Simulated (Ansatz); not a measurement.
The starting structures come from a database of crystals and need not be the phases stable at ambient conditions.

The decay constant κ of evanescent states in the gap governs leakage through a thin film.

Consider the following.

```yaml
crystal:
  lattice:
    - [6.45078, 0.00000, 0.00000]
    - [0.00000, 6.76271, 0.00000]
    - [0.00000, 3.38135, 1.95223]
  atoms:
    - { symbol: Si, position: [0.12539, 0.33333, 0.00000] }
    - { symbol: Si, position: [0.62539, 0.66667, 0.00000] }
    - { symbol: Ge, position: [0.49961, 0.33333, 0.00000] }
    - { symbol: Ge, position: [0.99961, 0.66667, 0.00000] }
```

Space group of this cell: P6_3mc, wurtzite. The cell is taken as given.

Transport runs along the normal of the first two printed cell vectors, the (110) plane of the conventional cell.

The gap is the functional's own, uncorrected, and κ follows it; spin-orbit coupling is left out. Mid-gap values are interpolated between the computed energies.

Compute, with r2SCAN in Ansatz (a program for electronic structure), the band gap and the smallest decay constant κ at mid-gap.

Gap 0.66 eV on a 6×16×16 mesh; κ = 0.078 1/Å, at the zone centre.
